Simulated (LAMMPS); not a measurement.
Al (fcc) at 930 K and zero pressure, started from the melt, with several potentials, in cells of their own sizes.

Potentials compared:
- EAM-type AlCu.adp: classical MD, pair style adp, file AlCu.adp (LAMMPS); Apostol and Mishin, Phys Rev B 83, 054116 (2011)
- EAM-type AlCu.eam.alloy: classical MD, pair style eam/alloy, file AlCu.eam.alloy (LAMMPS); Cai and Ye, Phys Rev B, 54, 8398-8410 (1996)
- EAM-type AlFe_mm.eam.fs: classical MD, pair style eam/fs, file AlFe_mm.eam.fs (LAMMPS); Mendelev, Srolovitz, Ackland and Han, J Mater Res 20, 208-218 (2005)
- EAM-type Al_jnp.eam: classical MD, pair style eam, file Al_jnp.eam (LAMMPS); Jacobsen, Norskov and Puska, Phys Rev B, 35, 7423 (1987)
- EAM-type Al_mm.eam.fs: classical MD, pair style eam/fs, file Al_mm.eam.fs (LAMMPS)
- EAM-type Al_zhou.eam.alloy: classical MD, pair style eam/alloy, file Al_zhou.eam.alloy (LAMMPS); Zhou et al, Acta Mater, 49, 4005 (2001)
- EAM-type NiAlH_jea.eam.alloy: classical MD, pair style eam/alloy, file NiAlH_jea.eam.alloy (LAMMPS); Moody and Baskes, Modell Sim Mater Sci Eng, 3, 289-307 (1995)
- MEAM AlSiMgCuFe.meam: classical MD, pair style meam, file AlSiMgCuFe.meam (LAMMPS); Jelinek, Groh, Horstemeyer, Houze, Kim, Wagner, Moitra and Baskes, Phys Rev B, 85, 245102 (2012)
- MEAM MoCoNiVFeAlCr_2nn.meam: classical MD, pair style meam, file MoCoNiVFeAlCr_2nn.meam (LAMMPS); Wang, J., Kwon, H., Kim, H.S. et al. A neural network model for high entropy alloy design. npj Comput Mater 9, 60 (2023).
- bond-order AlCu.bop.table: classical MD, pair style bop, file AlCu.bop.table (LAMMPS); Zhou, Ward, and Foster, Phys. Chem. Chem. Phys., under consideration

| potential | state | volume | first peak of g(r) | coordination number | self-diffusion coefficient of Al (not corrected for cell size) | mean phonon frequency | rough cost (ms per atom and simulated ps) |
|---|---|---|---|---|---|---|---|
| bond-order AlCu.bop.table | liquid | 16.865 ± 0.003 Å³/atom | 2.78 Å, height 2.6 | 13.1 (counted to 3.74 Å) | (3.2 ± 0.1) × 10^-5 cm²/s | 5.3 THz | 30 to 100 |
| EAM-type AlCu.adp | liquid | 18.371 ± 0.003 Å³/atom | 2.80 Å, height 3.1 | 12.3 (counted to 3.78 Å) | (2.53 ± 0.06) × 10^-5 cm²/s | 5.7 THz | 3 to 10 |
| EAM-type AlCu.eam.alloy | liquid | 19.457 ± 0.003 Å³/atom | 2.78 Å, height 2.6 | 13.1 (counted to 3.98 Å) | (7.2 ± 0.1) × 10^-5 cm²/s | 4.5 THz | 0.3 to 1 |
| EAM-type AlFe_mm.eam.fs | liquid | 19.10 ± 0.02 Å³/atom | 2.78 Å, height 2.9 | 12.2 (counted to 3.82 Å) | (4.50 ± 0.06) × 10^-5 cm²/s | 5.2 THz | 0.3 to 1 |
| EAM-type Al_jnp.eam | liquid | 17.5739 ± 0.0009 Å³/atom | 2.76 Å, height 2.9 | 13.3 (counted to 3.86 Å) | (2.76 ± 0.05) × 10^-5 cm²/s | 5.5 THz | 0.3 to 1 |
| EAM-type Al_mm.eam.fs | liquid | 18.696 ± 0.001 Å³/atom | 2.80 Å, height 2.7 | 12.7 (counted to 3.86 Å) | (5.48 ± 0.04) × 10^-5 cm²/s | 4.6 THz | 1 to 3 |
| EAM-type Al_zhou.eam.alloy | liquid | 19.279 ± 0.002 Å³/atom | 2.78 Å, height 2.4 | 12.9 (counted to 3.94 Å) | (9.5 ± 0.2) × 10^-5 cm²/s | 4.1 THz | 3 to 10 |
| EAM-type NiAlH_jea.eam.alloy | liquid | 19.6392 ± 0.0007 Å³/atom | 2.72 Å, height 2.4 | 12.7 (counted to 3.94 Å) | (1.29 ± 0.02) × 10^-4 cm²/s | 4.4 THz | 0.3 to 1 |
| MEAM AlSiMgCuFe.meam | liquid | 19.17 ± 0.01 Å³/atom | 2.70 Å, height 3.2 | 9.7 (counted to 3.54 Å) | - | - | 3 to 10 |
| MEAM MoCoNiVFeAlCr_2nn.meam | liquid | 18.827 ± 0.007 Å³/atom | 2.75 Å, height 2.9 | 11.7 (counted to 3.74 Å) | (4.93 ± 0.06) × 10^-5 cm²/s | 5.2 THz | 3 to 10 |

Costs are rough: whole-run CPU time with set-up and analysis, from shared machines, in bands a factor of about three wide.

Caution (rows bond-order AlCu.bop.table; MEAM AlSiMgCuFe.meam): enthalpy drifts during the constant-pressure average: a transition or slow ageing; fluctuation values are void.

Caution (rows bond-order AlCu.bop.table; EAM-type Al_zhou.eam.alloy; EAM-type NiAlH_jea.eam.alloy; MEAM AlSiMgCuFe.meam): this liquid lies under the measured melting point of 933 K, so it is undercooled or the potential melts low.

Caution (rows bond-order AlCu.bop.table; EAM-type Al_zhou.eam.alloy; EAM-type NiAlH_jea.eam.alloy; MEAM AlSiMgCuFe.meam): a run this short can hold a crystal over, or a liquid under, the potential's own melting point, which these runs don't give.

Caution (row EAM-type AlCu.adp): this liquid lies under the melting point of about 1050 K that EAM-type AlCu.adp gives, so it is undercooled.

Caution: the potential EAM-type AlFe_mm.eam.fs is made for dilute Fe in Al.

Caution (row EAM-type Al_jnp.eam): this liquid lies under the melting point of about 1050 K that EAM-type Al_jnp.eam gives, so it is undercooled.

Caution: the potential EAM-type NiAlH_jea.eam.alloy is made for Ni, Ni3Al and hydrogen in them.

States go by the mean squared displacement: a species diffuses where it passes 1.5 Å², still rises and gives D over 1e-6 cm²/s; a crystal has left its structure where atoms lie 0.35 Å off their sites on average or a cubic box changes its shape by 3 %, or the axial ratios of another lie 8 % off the starting cell's, which the potential's own relaxation can also do.

Errors of D are the spread over four groups of atoms in one short run; a floor of about 5 %, a picked value, is safer.

Errors shown are sampling errors alone.
